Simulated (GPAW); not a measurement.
A self-consistent single point of W (Im-3m, 1 atom in the cell) with GPAW

Method: PBE, GPAW PAW datasets PBE (gpaw-data 1.0.1) (plane waves; GPAW).

Input as run:

```python
from ase import Atoms
from ase.units import GPa
from gpaw import GPAW, PW, FermiDirac

atoms = Atoms(['W'],
              cell=[[-1.572100, 1.572100, 1.572100],
                    [1.572100, -1.572100, 1.572100],
                    [1.572100, 1.572100, -1.572100]],
              scaled_positions=[[0.000000, 0.000000, 0.000000]],
              pbc=True)

calc = GPAW(mode=PW(600),
            xc='PBE',
            kpts=(13, 13, 13),
            occupations=FermiDirac(0.1),
            nbands=-5,
            symmetry={'symmorphic': False, 'tolerance': 0.0005},
            maxiter=120)

atoms.calc = calc

energy = atoms.get_potential_energy()
print('Energy (eV):', round(energy, 6))
forces = atoms.get_forces()
print('Forces (eV/Ang):')
print(forces.round(5))
stress = atoms.get_stress()
print('Stress (GPa, Voigt):', (stress / GPa).round(4))
```

Output, abridged:

```
Input parameters:
  kpts: [13 13 13]
  maxiter: 120
  mode: {ecut: 600.0,
         name: pw}
  nbands: -5
  occupations: {fixmagmom: False,
                name: fermi-dirac,
                width: 0.1}
  symmetry: {symmorphic: False,
             tolerance: 0.0005}
  xc: PBE

species:
  W:
    name: Tungsten
    Z: 74.0
    valence: 14
    core: 60
    charge: 0.0
    file: W.PBE.gz

    # Using partial waves for W as LCAO basis

Reference energy: -438771.671655  # eV

Spin-paired calculation

Convergence criteria:
 Maximum [total energy] change in last 3 cyles: 0.0005 eV / valence electron
 Maximum integral of absolute [dens]ity change: 0.0001 electrons / valence electron
 Maximum integral of absolute [eigenst]ate change: 4e-08 eV^2 / valence electron
 Maximum number of scf [iter]ations: 120

Symmetries present (total): 48
Symmetries with fractional translations: 0
2197 k-points: 13 x 13 x 13 Monkhorst-Pack grid
84 k-points in the irreducible part of the Brillouin zone
       k-points in crystal coordinates                weights
   0:     0.00000000    0.00000000    0.00000000          1/2197
   1:     0.07692308    0.00000000    0.00000000         12/2197
   2:     0.07692308    0.07692308   -0.07692308          6/2197
   [... 7 lines left out ...]
          ...
  83:     0.46153846    0.46153846    0.46153846          8/2197

Wave functions: Plane wave expansion
  Cutoff energy: 600.000 eV
  Number of coefficients (min, max): 490, 539
  Pulay-stress correction: 0.000000 eV/Ang^3 (de/decut=0.000000)

Occupation numbers: Fermi-Dirac:
  width: 0.1000  # eV

Eigensolver

Densities:
  Coarse grid: 16*16*16 grid
  Fine grid: 32*32*32 grid
  Total Charge: 0.000000

Density mixing:
  Method: separate
  Backend: pulay
  Linear mixing parameter: 0.05
  old densities: 5
  Damping of long wavelength oscillations: 50

Hamiltonian:
  XC and Coulomb potentials evaluated on a 32*32*32 grid
  External potential:
    NoExternalPotential

XC parameters: PBE with 2 nearest neighbor stencil

Number of atoms: 1
Number of atomic orbitals: 13
Number of bands in calculation: 12
Number of valence electrons: 14
Bands to converge: occupied

Density initialized from atomic densities
  12 bands from LCAO basis set

Atomic positions and initial magnetic moments

Positions:
   0 W      0.000000    0.000000    0.000000    ( 0.0000,  0.0000,  0.0000)

Unit cell:
           periodic     x           y           z      points  spacing
  1. axis:    yes   -1.572100    1.572100    1.572100    16     0.1390
  2. axis:    yes    1.572100   -1.572100    1.572100    16     0.1390
  3. axis:    yes    1.572100    1.572100   -1.572100    16     0.1390

  Lengths:   2.722957   2.722957   2.722957
  Angles:  109.471221 109.471221 109.471221

Effective grid spacing dv^(1/3) = 0.1560

     iter     time        total  log10-change:
                         energy   eigst   dens
iter:   1 --:--:--   -11.780750
iter:   2 --:--:--   -11.753520   -1.74  -1.30
iter:   3 --:--:--   -11.658733   -1.21  -1.32
iter:   4 --:--:--   -11.624852   -3.73  -1.84
iter:   5 --:--:--   -11.580694   -2.68  -1.95
iter:   6 --:--:--   -11.574812   -2.95  -2.33
iter:   7 --:--:--   -11.574683c  -5.18  -3.34
iter:   8 --:--:--   -11.574682c  -6.49  -3.57
iter:   9 --:--:--   -11.574681c  -7.16  -4.35c
iter:  10 --:--:--   -11.574681c  -9.32c -4.89c

Converged after 10 iterations.

Dipole moment: (0.000000, 0.000000, -0.000000) |e|*Ang

Energy contributions relative to reference atoms: (reference = -438771.671655)

Kinetic:        +10.776656
Potential:      -11.904911
External:        +0.000000
XC:             -10.434181
Entropy (-ST):   -0.009712
Local:           -0.007389
SIC:             +0.000000
--------------------------
Free energy:    -11.579537
Extrapolated:   -11.574681

Showing only first 2 kpts
 Kpt  Band  Eigenvalues  Occupancy
  0     5     13.71789    1.99999
  0     6     13.71789    1.99999
  0     7     13.71789    1.99999
  0     8     17.26492    0.00000

  1     5     13.54077    2.00000
  1     6     13.67343    2.00000
  1     7     14.00101    1.99991
  1     8     16.99177    0.00000

Fermi level: 15.00306

No gap
No difference between direct/indirect transitions
Energy (eV): -11.574681

Forces in eV/Ang:
  0 W     0.00000    0.00000    0.00000

Stress tensor:
    -0.073510     0.000000     0.000000
     0.000000    -0.073510     0.000000
     0.000000     0.000000    -0.073510
Stress (GPa, Voigt): [-11.7775 -11.7775 -11.7775   0.       0.       0.    ]
```

The run converged in 10 iterations. GPAW prints stress with tension positive.

The starting cell has typed, rounded lattice constants, without a prior relaxation at this level. Its lattice was rescaled by up to half a per cent. Spin-orbit coupling is off. Spin polarisation is off. With a pressure of about 12 GPa the cell is away from its equilibrium volume at this level.
